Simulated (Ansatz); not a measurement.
## Si under a change: isotropic strain −2.50 %

Take Si in the diamond structure (space group Fd-3m, No. 227; a = 5.4338 Å) as the base.

It is then changed as follows: the cell is scaled by 0.9750 in all directions, atoms relaxed at fixed cell.

Computed with PBEsol (Ansatz, a first-principles code, PAW, no SOC). Γ-centred 11×11×11 mesh, Fermi–Dirac width 0.05 eV.

The volume per atom falls by 1.467 Å³ (20.05 Å³ → 18.59 Å³) and the shortest interatomic distance shrinks by 0.059 Å, from 2.353 Å to 2.294 Å. The energy grows by 36 meV/atom and the band gap decreases by 0.15 eV to 0.32 eV. The gap character is still indirect, Γ → Γ–X (87 % along) and the smallest direct gap goes up by 0.03 eV, from 2.52 eV to 2.55 eV. The mean gap deformation potential ΔEg/Δln V comes out as +1.9 eV and the width of the top valence band rises by 0.33 eV to 4.23 eV. The electron mass goes from 0.93 mₑ along k, 0.19 mₑ across (off the special points) to 0.94 mₑ along k, 0.18 mₑ across (off the special points) and the hole mass (degenerate bands, along [100]) becomes 0.20, 0.25, 0.25 mₑ (at Γ) (base: 0.17, 0.26, 0.26 mₑ (at Γ)). The valley order (the lowest conduction-band minima on the path, energy above the VBM, named in the base's zone) goes from a point along ⟨100⟩, about 1.0 Å⁻¹ from Γ 0.47 eV; L along ⟨111⟩ 1.46 eV to a point along ⟨100⟩, about 1.0 Å⁻¹ from Γ 0.32 eV; L along ⟨111⟩ 1.73 eV.

Final structure:

```yaml
crystal:
  lattice:
    - [0.00000, 2.64896, 2.64896]
    - [2.64896, 0.00000, 2.64896]
    - [2.64896, 2.64896, 0.00000]
  atoms:
    - { symbol: Si, position: [0.00000, 0.00000, 0.00000] }
    - { symbol: Si, position: [0.25000, 0.25000, 0.25000] }
```

Cost of the whole job for the changed cell (relaxation, final SCF and bands): around 6 core-seconds (rough).

Masses are band curvatures over ±0.01 Å⁻¹ around the edge. Along k means along the line from Γ to the band edge. No phonon test of stability was made.
